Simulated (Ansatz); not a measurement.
How far to go with the k-point mesh: VCu3Se4 (R3m, 8 atoms in the cell)

```yaml
crystal:
  lattice:
    - [5.60305, 0.00000, 0.00000]
    - [0.00000, 5.60305, 0.00000]
    - [0.00000, 0.00000, 5.60305]
  atoms:
    - { symbol: V, position: [0.00515, 0.00515, 0.00515] }
    - { symbol: Cu, position: [0.00000, 0.50000, 0.00000] }
    - { symbol: Cu, position: [0.50000, 0.00000, 0.00000] }
    - { symbol: Cu, position: [0.00000, 0.00000, 0.50000] }
    - { symbol: Se, position: [0.24334, 0.24334, 0.24334] }
    - { symbol: Se, position: [0.24334, 0.75666, 0.75666] }
    - { symbol: Se, position: [0.75666, 0.75666, 0.24334] }
    - { symbol: Se, position: [0.75666, 0.24334, 0.75666] }
```

Level of theory: LDA (PW92), default PAW files made with PBE (plane waves; Ansatz, a quantum-chemistry and plane-wave program).

Base settings: basis.ecutwfc = 420 eV; kpoints.mp_grid.grid = 4 4 4; hamiltonian.xc = lda; hamiltonian.pseudopotentials = {kind: paw} (the program's default PAW files); scf.occupations.method = fixed.

The second cell is the first with its lattice scaled by 0.98.

Only quantities that move along the ladder and can be compared are tabulated.

The count of work is k-points × plane waves × bands × iterations; it is no time. Core times come from one kind of shared machine, to one figure; runs under 30 s give none.

The starting cell comes from a database of computed structures (which also holds hypothetical and non-ambient phases and stackings), without a prior relaxation at this level. Its lattice was rescaled by up to half a per cent. One atom was moved a little off its site on purpose. In the base run, with a pressure of about -5 GPa the cell is away from its equilibrium volume at this level. Ansatz's pressure includes its estimate of the finite-basis (Pulay) stress.

| kpoints.mp_grid.grid | free energy less the last step's (meV/atom) | energy of the compressed cell less the first (meV/atom) | pressure (GPa) | largest difference of a force vector from the last step's (eV/Å) | gap on the mesh (eV) | count of work / last | core time / last (rough) |
|---|---|---|---|---|---|---|---|
| 1 1 1 | 337.94 | -11.70 | -3.58 | 1.346 | 1.558 | 0.0058 | – |
| 2 2 2 | 15.44 | -22.53 | -5.00 | 0.030 | 0.735 | 0.017 | – |
| 3 3 3 | -0.38 | -24.50 | -5.21 | 0.004 | 1.226 | 0.026 | – |
| 4 4 4 | 0.06 | -24.42 | -5.20 | 0.001 | 0.763 | 0.056 | – |
| 5 5 5 | 0.00 | -24.42 | -5.20 | 0.000 | 0.945 | 0.082 | 0.08 |
| 6 6 6 | 0.00 | -24.42 | -5.20 | 0.000 | 0.763 | 0.14 | 0.1 |
| 7 7 7 | 0.00 | -24.43 | -5.20 | 0.000 | 0.859 | 0.19 | 0.2 |
| 8 8 8 | 0.00 | -24.42 | -5.20 | 0.000 | 0.763 | 0.28 | 0.3 |
| 9 9 9 | 0.00 | -24.42 | -5.20 | 0.000 | 0.822 | 0.37 | 0.4 |
| 10 10 10 | 0.00 | -24.42 | -5.20 | 0.000 | 0.763 | 0.50 | 0.5 |
| 11 11 11 | 0.00 | -24.43 | -5.20 | 0.000 | 0.802 | 0.63 | 0.6 |
| 12 12 12 | 0.00 | -24.43 | -5.20 | 0.000 | 0.763 | 0.82 | 0.8 |
| 13 13 13 | 0.00 | -24.43 | -5.20 | 0.000 | 0.791 | 1.0 | 1 |

Coarsest kpoints.mp_grid.grid that holds the pressure within 0.1 GPa of the last step, with all finer ones: 3 3 3, at 0.026 of the last step's count of work; the step before is off by 0.20 GPa.

Coarsest kpoints.mp_grid.grid that holds the forces within 0.005 eV/Å of the last step, with all finer ones: 3 3 3, at 0.026 of the last step's count of work; the step before is off by 0.030 eV/Å.

The gap on the mesh jumps up and down from mesh to mesh; it is no smooth measure of convergence.

Keys are those of Ansatz 0.2.
